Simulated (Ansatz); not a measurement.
Base system: Rh in the fcc (Cu type) structure (space group Fm-3m, No. 225; a = 3.802 Å; relaxed with 0.1 eV smearing). Axes: x, y, z lie along the cube axes.

Calculations: Ansatz (a first-principles code) r2SCAN, scalar-relativistic without spin-orbit coupling.

Perturbation: compressive biaxial strain of 0.42 % in the plane normal to [111], as in epitaxy on a mismatched substrate; the out-of-plane cell vector and the atoms relax.

**Question.** Estimate the effect on the in-plane stress.

**Answer.** The mean in-plane stress (compression positive) comes out as +2.6 GPa.

**Question.** What happens to the out-of-plane strain?

**Answer.** The out-of-plane strain amounts to +0.23 %.

No phonon test of stability was made. The final runs are not spin-polarised.
